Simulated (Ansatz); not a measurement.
Consider CaF2 (space group Pmc2_1, No. 26; a = 3.470 Å, b = 4.105 Å, c = 5.876 Å; a cell from a computed database, its experimental status unchecked).

Levels (all Ansatz, an electronic-structure program, PAW): PBEsol (420 eV, no spin-orbit coupling); HSE06 (420 eV, no spin-orbit coupling).

Its gap is 6.32 eV with PBEsol and 8.63 eV with HSE06.

Modification: full substitution F → Br, then cell and atoms are relaxed.

With PBEsol the gap becomes 3.06 eV.

**Question.** If the HSE06 correction stayed the same, what would the HSE06 gap be, and what does the HSE06 run give?

**Answer.** A rigid correction of +2.31 eV gives 5.37 eV. The HSE06 run gives 4.42 eV, so the correction itself changes by -0.95 eV.

Single points use the geometry relaxed with PBEsol. HSE06 was sampled on its mesh, a few special points and the semilocal edge points, so its gap is an upper bound. Stability against distortions was not tested. As relaxed here, CaBr2 is a hypothetical phase, not in the database extracts checked.
